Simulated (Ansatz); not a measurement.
Start from MgTe in the wurtzite structure (space group P6_3mc, No. 186).

```yaml
crystal:
  lattice:
    - [4.50890, 0.00000, 0.00000]
    - [-2.25445, 3.90482, 0.00000]
    - [0.00000, 0.00000, 7.33770]
  atoms:
    - { symbol: Mg, position: [0.33333, 0.66667, 0.99977] }
    - { symbol: Mg, position: [0.66667, 0.33333, 0.49977] }
    - { symbol: Te, position: [0.33333, 0.66667, 0.37623] }
    - { symbol: Te, position: [0.66667, 0.33333, 0.87623] }
```

Calculations: LDA/PAW in Ansatz (a quantum-chemistry and plane-wave program), without spin-orbit coupling.

For the base:

| Item | Value |
|---|---|
| Pressure | 0.00 GPa |

The change: every lattice vector is stretched by 1.80 %; the atoms relax in the strained cell.

How does this affect the energy relative to the base and pressure?

The energy increases by 11 meV/atom; the pressure (mean of the normal stresses, compression positive) goes from zero to -1.85 GPa.

Whether these cells are dynamically stable was not tested.
